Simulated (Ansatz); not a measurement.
Response to strain in BAs

Take BAs in the zinc blende structure (space group F-43m, No. 216; a = 4.7826 Å) as the base. Axes: x, y, z lie along the cube axes.

Strains are applied to the cell and any free atomic positions relax; under biaxial strain the out-of-plane vector relaxes too; under stress the whole cell relaxes.

Level of theory: r2SCAN, PAW, 500 eV (Ansatz, a first-principles code; no spin-orbit coupling), earlier PAW set.

Candidates:
(a) uniaxial strain ε_xx = +1.28 %
(b) uniaxial stress, 8 GPa compression along x
(c) biaxial strain −2.40 %, plane normal [001], relaxed out of plane
(d) uniaxial stress, 2 GPa tension along z
(e) biaxial strain −2.16 %, plane normal [001], relaxed out of plane

Notes on the quantities. energy relative to the base: free energy F.

Question: Order them by energy relative to the base, highest first.

Answer: (c) biaxial strain −2.40 %, plane normal [001], relaxed out of plane (+17 meV/atom), (e) biaxial strain −2.16 %, plane normal [001], relaxed out of plane (+14 meV/atom), (b) uniaxial stress, 8 GPa compression along x (+11 meV/atom), (a) uniaxial strain ε_xx = +1.28 % (+2.0 meV/atom), (d) uniaxial stress, 2 GPa tension along z (+0.6 meV/atom)

Stability under load was not tested beyond the relaxation.
